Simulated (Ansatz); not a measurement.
Base system: GaN in the zinc blende structure (space group F-43m, No. 216; a = 4.5485 Å).

All numbers come from Kohn–Sham DFT with the PBE functional, run in Ansatz (an electronic-structure program) with PAW and 420 eV plane waves, no spin-orbit coupling.

One change was made to it. Results:

```
quantity                       base           after
-------------------  --------------  --------------
electron mass        0.14 mₑ (at Γ)  0.23 mₑ (at Γ)
lattice parameter a         4.549 Å         4.287 Å
```

Q: What was done to the base?
A) pressure 1.8 GPa
B) pressure 45 GPa
C) pressure −1 GPa

A: B, pressure 45 GPa. For comparison, the electron mass in the other runs: pressure −1 GPa gives 0.14 mₑ (at Γ); pressure 1.8 GPa gives 0.15 mₑ (at Γ).

The levels and masses belong to the bands next to the band gap. Load acts through the strain it causes; cell and atoms are relaxed under it. Masses are band curvatures over ±0.01 Å⁻¹ around the edge. No phonon test of stability was made. Tetrahedral semiconductors of this kind turn to denser phases somewhere between about 1 and 50 GPa; those were not computed, so compressed cells here can lie past the real transition. This is not the structure that GaN has at room temperature and ambient pressure.
